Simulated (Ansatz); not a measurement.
Base system: ZnGeP2 in the chalcopyrite structure (space group I-42d, No. 122; a = 5.424 Å, c = 10.710 Å). Axes: x, y, z lie along a, b, c of the conventional cell.

All numbers come from PBEsol, PAW, 420 eV (Ansatz, a first-principles code; no spin-orbit coupling).

Strains are applied to the cell and any free atomic positions relax.

One change was made to it. Results:

```csv
quantity,base,after
hole mass,"0.096 mₑ along c, 0.33 mₑ across (at Γ)","0.099 mₑ along z, 0.32 mₑ across (at Γ)"
shortest interatomic distance,2.334 Å,2.328 Å
"valence-band top at Γ (three highest levels, from the VBM)","0.00, -0.07, -0.07 eV","0.00, -0.11, -0.11 eV"
energy relative to the base (free energy F),0 meV/atom,+0.4 meV/atom
```

Q: Name the change that was made.
A) uniaxial strain ε_zz = −0.75 %
B) uniaxial strain ε_zz = −3.00 %
C) uniaxial strain ε_zz = −2.25 %
D) uniaxial strain ε_zz = −1.50 %

A: A, uniaxial strain ε_zz = −0.75 %. For comparison, the valence-band top at Γ in the other runs: uniaxial strain ε_zz = −3.00 % gives 0.00, -0.23, -0.23 eV; uniaxial strain ε_zz = −2.25 % gives 0.00, -0.19, -0.19 eV; uniaxial strain ε_zz = −1.50 % gives 0.00, -0.15, -0.15 eV.

The levels and masses belong to the bands next to the band gap. Effective masses come from finite differences of ±0.01 Å⁻¹. No phonon test of stability was made.
